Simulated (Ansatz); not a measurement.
## Pd3Ge (model structure, started from the A15 type, Pm-3n, No. 223, 8 atoms in the cell)

These are PBEsol (plane waves, PAW; Ansatz, an electronic-structure program) values and carry that method's errors.

Run with plane-wave cutoff 500 eV, 8×8×8 k mesh, Fermi–Dirac smearing 0.05 eV, scalar-relativistic PAW data made under PBE.

Cell (relaxed at this level):

```cif
data_Ge2Pd6
_chemical_formula_sum 'Pd6 Ge2'
_space_group_name_H-M_alt 'P 1'
_space_group_IT_number 1
_cell_length_a 4.93003
_cell_length_b 4.93003
_cell_length_c 4.93003
_cell_angle_alpha 90.000
_cell_angle_beta 90.000
_cell_angle_gamma 90.000
loop_
_space_group_symop_operation_xyz
  'x, y, z'
loop_
_atom_site_label
_atom_site_type_symbol
_atom_site_fract_x
_atom_site_fract_y
_atom_site_fract_z
_atom_site_occupancy
Pd1 Pd 0.25000 0.00000 0.50000 1
Pd2 Pd 0.75000 0.00000 0.50000 1
Pd3 Pd 0.00000 0.50000 0.25000 1
Pd4 Pd 0.00000 0.50000 0.75000 1
Pd5 Pd 0.50000 0.25000 0.00000 1
Pd6 Pd 0.50000 0.75000 0.00000 1
Ge1 Ge 0.00000 0.00000 0.00000 1
Ge2 Ge 0.50000 0.50000 0.50000 1
```

| Property | Value |
|---|---|
| band gap | zero (no gap) |

Note: the relaxation could raise the start's symmetry but not lower it, so the cell can be a saddle point.

Spin–orbit coupling is not included.

It cost very roughly 100 core-seconds of CPU time.

A model structure was made by putting elements into a prototype or built by hand; it is no filed structure, need not be a known phase, and can be a saddle point held by its symmetry.
